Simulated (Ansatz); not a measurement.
MgS (model structure, within 0.1 Å of Fm-3m, No. 225, 8 atoms in the cell) was calculated with PBEsol in Ansatz (plane waves, PAW).

Run with plane-wave cutoff 520 eV, 6×16×14 k mesh (along the axes of the cell as run), Fermi–Dirac smearing 0.05 eV, scalar-relativistic PAW data made under PBE.

Cell (relaxed at this level):

```yaml
crystal:
  lattice:
    - [10.36543, 0.00000, 0.00000]
    - [0.00000, 3.66414, 0.00000]
    - [0.00000, 0.00000, 3.66375]
  atoms:
    - { symbol: Mg, position: [0.12502, 0.25000, 0.24942] }
    - { symbol: Mg, position: [0.37498, 0.75000, 0.74942] }
    - { symbol: Mg, position: [0.87498, 0.75000, 0.75058] }
    - { symbol: Mg, position: [0.62502, 0.25000, 0.25058] }
    - { symbol: S, position: [0.87500, 0.25000, 0.25047] }
    - { symbol: S, position: [0.62500, 0.75000, 0.75047] }
    - { symbol: S, position: [0.12500, 0.75000, 0.74953] }
    - { symbol: S, position: [0.37500, 0.25000, 0.24953] }
```

Task: Predict the band gap.

Result: 
* **band gap**: 2.73 eV (direct)

Computing time: roughly 2.2 core-minutes.

A model structure was made by putting elements into a prototype or built by hand; here it ended with the formula and space group of a phase in our tables.

Ansatz is a quantum-chemistry and plane-wave program.
